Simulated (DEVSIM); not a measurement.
Structure: Mo/La2O3/p-Ge capacitor, at 250 K.

```csv
layer (left to right),material,thickness (nm),Na (cm⁻³)
1,La2O3,3.10,-
2,Ge,9600,3.8e15
```

Metal gate on the left, work function 4.6 eV. Fixed charge at the semiconductor interface -2.2e10 cm⁻² (in units of +e); no interface traps.

The device is made up for the run: typed textbook-type constants, with dimensions and the other settings drawn at random. Values at 300 K; Nc and Nv go as T^1.5, mobilities as T to minus their exponent, the gap by Varshni's rule with the affinity fixed.

| parameter | La2O3 | Ge |
|---|---|---|
| gap (eV) | 5.8 | 0.664 |
| affinity (eV) | 1.8 | 4 |
| permittivity | 27 | 16 |
| Nc (cm⁻³) | - | 1.04e19 |
| Nv (cm⁻³) | - | 6e18 |
| Varshni α (eV/K) | - | 0.000477 |
| Varshni β (K) | - | 235 |

DEVSIM, 1D Poisson equation in equilibrium, Boltzmann statistics, complete ionisation; no quantum confinement or tunnelling. Metal contacts follow the ideal Schottky-Mott rule: no Fermi-level pinning, no interface dipoles.

The La2O3 thickness was swept, all else fixed.

| La2O3 thickness (μm) | capacitance of the dielectric stack (μF/cm²) |
|---|---|
| 0.0012 | 19.9 |
| 0.0017 | 14.1 |
| 0.0022 | 10.9 |
| 0.0026 | 9.19 |
| 0.0031 | 7.71 |
| 0.0037 | 6.46 |

From the first row to the last the capacitance of the dielectric stack goes from 19.9 to 6.46.
